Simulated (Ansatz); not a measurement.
## Defect calculation: H interstitial in fcc Al

Calculation: PBE, PAW (plane waves to 420 eV; Ansatz, a quantum-chemistry and plane-wave program). Details: 108-site cell; 4×4×4 shifted k-points; start: void with 4Al nearest; not converged in cell size; the relaxation kept the symmetry of the starting site.

Neighbours after relaxation, in Å: of the H atom: Al 1.88, Al 1.88, Al 1.88, Al 1.88.

Formation energies E_f are those of the neutral cell. Chemical conditions: impurity bounded by its compound with the host (Δμ(H) = -0.003 eV, bounded by AlH3 (R-3c); only phases computed here count, gases as isolated molecules at 0 K). Reference phases: H: H2 molecule in a box.

The name describes the start; the neighbours show where the added atom ended.

| charge | moment (μB) | point group | largest move off a lattice site (Å) | E_f, impurity bounded by its compound with the host (eV) |
|---|---|---|---|---|
| 0 | not spin-polarised | Td | 0.13 | 0.74 |

Point groups are those of the whole cell at tolerances of 0.03 and 0.1 Å ("near" where only the looser one holds); none is given for unsettled states.

No other site or start that was run ended lower by more than 0.1 eV.
